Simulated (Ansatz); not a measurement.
The structure below was relaxed with Kohn–Sham DFT with the PBE functional, run in Ansatz (a program for electronic structure) with PAW and 420 eV plane waves, no spin-orbit coupling.

Space group C2 (No. 5); a = 9.107 Å, b = 4.763 Å, c = 5.499 Å, α = 90.00°, β = 107.58°, γ = 90.00°

```tsv
atom	site	symmetry	x	y	z
Os	4c	1	0.2492	0.0413	0.6251
Os	4c	1	0.2498	0.0418	0.1244
Os	2b	2	0.5000	0.2076	0.5000
Ru	2a	2	0.0000	0.7087	0.0000
Os	4c	1	0.0003	0.2088	0.2497
```

Task: Write out a cell with all atoms.

Result: 
```xyz
16
Lattice="9.1066 0.0000 0.0000 0.0000 4.7630 0.0000 -1.6612 0.0000 5.2425" Properties=species:S:1:pos:R:3 pbc="T T T"
Os     5.7841     2.5783     3.2771
Os     6.6219     2.5805     0.6521
Os     6.2146     0.1968     1.9654
Os     5.3768     0.1990     4.5904
Os    -0.8306     3.3701     2.6213
Ru     0.0000     3.3753     0.0000
Os     4.1413     3.3759     1.3088
Os     7.8574     0.9944     3.9337
Os     1.2308     0.1968     3.2771
Os     2.0686     0.1990     0.6521
Os     1.6613     2.5783     1.9654
Os     0.8235     2.5805     4.5904
Os     3.7227     0.9887     2.6213
Ru     4.5533     0.9938     0.0000
Os    -0.4120     0.9944     1.3088
Os     3.3041     3.3759     3.9337
```
This is the conventional cell.

These are small ordered cells, not random alloys; other orderings at the same x differ. No phonon test of stability was made. All final runs are without spin polarisation. The cell was made from Os by this change: x(Ru) = 0.125, 8 atoms, C2.
